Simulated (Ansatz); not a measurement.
Cells marked so need not be the phases stable at ambient conditions, and some may be hypothetical.

 Where the default PAW files enter, the runs use the earlier of Ansatz's two default sets.

The gap is the functional's own. No spin-orbit coupling. Mid-gap values are interpolated on the energy grid.

A. SiO2 (P2_13, not sure to be the ambient phase, 24 atoms a cell, 14.8 Å³ an atom), along the normal of (001)
B. AlN (P6_3mc, wurtzite, 4 atoms a cell, 10.6 Å³ an atom, -4 GPa at this level), along the normal of (100)
C. Zn2SeS (P-4m2, not sure to be the ambient phase, 4 atoms a cell, 21.1 Å³ an atom), along the normal of (001)

Put the candidates in order of mid-gap decay constant of the slowest evanescent state, lowest first, for r2SCAN (Ansatz, a program for electronic structure).

C (0.15 1/Å), B (0.30 1/Å), A (0.55 1/Å)
